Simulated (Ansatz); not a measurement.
The starting structures come from a database of crystals and need not be the phases stable at ambient conditions.

By PBEsol, the system below comes out a metal.

Consider the following.

```
CELL_PARAMETERS angstrom
      4.47969     0.00000     0.00000
     -2.23985     3.87953     0.00000
      2.23985     1.29318     0.94185
ATOMIC_POSITIONS crystal
  Mo 0.00000 0.00000 0.00000
```

The cell is strained (lengths along the current scaled by 1.03, ions clamped); by PBEsol it stands under a pressure of -15.9 GPa.

The current flows along the normal of the first two printed cell vectors, the (111) (indices of the unstrained crystal) plane of the conventional cell. No spin-orbit coupling; the value is a mean over 0.1 eV about the Fermi level.

Give the ballistic conductance per area that PBEsol (Ansatz, an electronic-structure program) yields.

1.2 × 10¹⁵ S/m² for both spins.
